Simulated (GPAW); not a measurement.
Band structure of Ge (Fd-3m, 2 atoms in the cell).

```yaml
crystal:
  lattice:
    - [0.00000, 2.85107, 2.85107]
    - [2.85107, 0.00000, 2.85107]
    - [2.85107, 2.85107, 0.00000]
  atoms:
    - { symbol: Ge, position: [0.00000, 0.00000, 0.00000] }
    - { symbol: Ge, position: [0.25000, 0.25000, 0.25000] }
```

Method: PBE, GPAW PAW datasets PBE (gpaw-data 1.0.1) (plane waves; GPAW 25.7.0).

Settings: mode = pw; ecut = 550 eV; xc = PBE; kpts = 5 5 5; mesh shift (steps) = 0 0 0; occupations.name = fermi-dirac; occupations.width = 0.01 eV; nbands = -6; symmetry.symmorphic = false; symmetry.tolerance = 0.0005; maxiter = 150; bandpath_npoints = 40.

The starting cell has typed, rounded lattice constants, without a prior relaxation at this level. Its lattice was rescaled by a random factor within 2.5 % of one.

Levels in eV from the Fermi level, bands 1 to 8:
```tsv
point	1	2	3	4	5	6	7	8
Γ	-12.59	-0.13	-0.01	-0.01	-0.01	2.53	2.53	2.53
X	-8.80	-8.80	-3.00	-3.00	0.76	0.76	9.33	9.33
W	-8.71	-8.71	-3.81	-3.81	4.24	4.24	4.70	4.70
K	-9.27	-8.22	-4.23	-2.57	1.16	4.04	7.09	7.27
L	-10.57	-7.49	-1.38	-1.38	0.12	3.72	3.72	7.13
U	-9.27	-8.22	-4.23	-2.57	1.16	4.04	7.09	7.27
```

No band crosses the Fermi level by more than 0.03 eV along this path.
